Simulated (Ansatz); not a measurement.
Ansatz (an electronic-structure program), DFT, PBE, plane waves, its default PAW files: rock-salt MgO (Mg32O32), 64 atoms. Basis and mesh were picked for this test and aren't claimed converged.

Ansatz 0.2 input:
```yaml
crystal:
  lattice:
    - [8.424, 0.0, 0.0]
    - [0.0, 8.424, 0.0]
    - [0.0, 0.0, 8.424]
  atoms:
    - { symbol: Mg, position: [0.0, 0.0, 0.0] }
    - { symbol: Mg, position: [0.0, 0.25, 0.25] }
    - { symbol: Mg, position: [0.25, 0.0, 0.25] }
    - { symbol: Mg, position: [0.25, 0.25, 0.0] }
    - { symbol: Mg, position: [0.0, 0.0, 0.5] }
    - { symbol: Mg, position: [0.0, 0.25, 0.75] }
    - { symbol: Mg, position: [0.25, 0.0, 0.75] }
    - { symbol: Mg, position: [0.25, 0.25, 0.5] }
    - { symbol: Mg, position: [0.0, 0.5, 0.0] }
    - { symbol: Mg, position: [0.0, 0.75, 0.25] }
    - { symbol: Mg, position: [0.25, 0.5, 0.25] }
    - { symbol: Mg, position: [0.25, 0.75, 0.0] }
    - { symbol: Mg, position: [0.0, 0.5, 0.5] }
    - { symbol: Mg, position: [0.0, 0.75, 0.75] }
    - { symbol: Mg, position: [0.25, 0.5, 0.75] }
    - { symbol: Mg, position: [0.25, 0.75, 0.5] }
    - { symbol: Mg, position: [0.5, 0.0, 0.0] }
    - { symbol: Mg, position: [0.5, 0.25, 0.25] }
    - { symbol: Mg, position: [0.75, 0.0, 0.25] }
    - { symbol: Mg, position: [0.75, 0.25, 0.0] }
    - { symbol: Mg, position: [0.5, 0.0, 0.5] }
    - { symbol: Mg, position: [0.5, 0.25, 0.75] }
    - { symbol: Mg, position: [0.75, 0.0, 0.75] }
    - { symbol: Mg, position: [0.75, 0.25, 0.5] }
    - { symbol: Mg, position: [0.5, 0.5, 0.0] }
    - { symbol: Mg, position: [0.5, 0.75, 0.25] }
    - { symbol: Mg, position: [0.75, 0.5, 0.25] }
    - { symbol: Mg, position: [0.75, 0.75, 0.0] }
    - { symbol: Mg, position: [0.5, 0.5, 0.5] }
    - { symbol: Mg, position: [0.5, 0.75, 0.75] }
    - { symbol: Mg, position: [0.75, 0.5, 0.75] }
    - { symbol: Mg, position: [0.75, 0.75, 0.5] }
    - { symbol: O, position: [0.25, 0.0, 0.0] }
    - { symbol: O, position: [0.25, 0.25, 0.25] }
    - { symbol: O, position: [0.0, 0.0, 0.25] }
    - { symbol: O, position: [0.0, 0.25, 0.0] }
    - { symbol: O, position: [0.25, 0.0, 0.5] }
    - { symbol: O, position: [0.25, 0.25, 0.75] }
    - { symbol: O, position: [0.0, 0.0, 0.75] }
    - { symbol: O, position: [0.0, 0.25, 0.5] }
    - { symbol: O, position: [0.25, 0.5, 0.0] }
    - { symbol: O, position: [0.25, 0.75, 0.25] }
    - { symbol: O, position: [0.0, 0.5, 0.25] }
    - { symbol: O, position: [0.0, 0.75, 0.0] }
    - { symbol: O, position: [0.25, 0.5, 0.5] }
    - { symbol: O, position: [0.25, 0.75, 0.75] }
    - { symbol: O, position: [0.0, 0.5, 0.75] }
    - { symbol: O, position: [0.0, 0.75, 0.5] }
    - { symbol: O, position: [0.75, 0.0, 0.0] }
    - { symbol: O, position: [0.75, 0.25, 0.25] }
    - { symbol: O, position: [0.5, 0.0, 0.25] }
    - { symbol: O, position: [0.5, 0.25, 0.0] }
    - { symbol: O, position: [0.75, 0.0, 0.5] }
    - { symbol: O, position: [0.75, 0.25, 0.75] }
    - { symbol: O, position: [0.5, 0.0, 0.75] }
    - { symbol: O, position: [0.5, 0.25, 0.5] }
    - { symbol: O, position: [0.75, 0.5, 0.0] }
    - { symbol: O, position: [0.75, 0.75, 0.25] }
    - { symbol: O, position: [0.5, 0.5, 0.25] }
    - { symbol: O, position: [0.5, 0.75, 0.0] }
    - { symbol: O, position: [0.75, 0.5, 0.5] }
    - { symbol: O, position: [0.75, 0.75, 0.75] }
    - { symbol: O, position: [0.5, 0.5, 0.75] }
    - { symbol: O, position: [0.5, 0.75, 0.5] }
  symmetry: { detect: false }
kpoints:
  mp_grid: { grid: [4, 4, 4] }
hamiltonian:
  xc: pbe
  pseudopotentials: { kind: paw }
scf:
  occupations: { method: fixed }
output:
  forces: true
```

```bash
OMP_NUM_THREADS=32 ANSATZ_TIMINGS=1 ansatz run --backend cpu --threads 32 --max-ram 200GiB --events-out run.ndjson --runs-dir run.runs --progress --plain run.yaml
```

The program reports k-points after symmetry: 36, bands at the start: 320, electrons: 512, plane waves at Γ: 11753, cutoff (eV): 420, FFT grid: 60×60×60, symmetry operations: 1.

Machine: one whole node, Arm Neoverse V2, 96 cores on 1 socket, no SMT, 1 L3 cache group.

On 32 threads this takes 22 s. Times are wall-clock medians of two to five runs, from launch to exit, with nothing else on the machine. Processes are pinned to neighbouring cores unless said otherwise. The build: release build for Arm (Neoverse V2), one process with threads; another build can shift the numbers. Scratch files lie in a memory file system.

Make this run faster without changing its result beyond 1.0 meV/atom in energy. Keep to 32 cores.

This is not unique; one that fits is going from crystal.symmetry.detect = false, kpoints.mp_grid.shift = not set to crystal.symmetry.detect = auto (default), kpoints.mp_grid.shift = [0.5, 0.5, 0.5], the fastest among the values tried that keep the result.

```diff
-  symmetry: { detect: false }
-  mp_grid: { grid: [4, 4, 4] }
+  mp_grid: { grid: [4, 4, 4], shift: [0.5, 0.5, 0.5] }
```

Time: 22 s to 2.4 s (9.0× as fast). The largest move is in band solves (diag): 18 s to 1.8 s. The band solves carry the change: the iterations make 140169 against 15265 applications of H to a band, at 0.13 against 0.12 ms of diag time each (k-points 36 to 4). What the program resolved moves too: eigensolver slots from 18 to 4. Applications of H to a band go from 141689 to 15465. These two results differ by: energy 0.018 meV/atom. Others tried: kpoints.mp_grid.shift = not set, crystal.symmetry.detect = auto (default) (5.5 s). 1 planned setting was not run, for want of time.
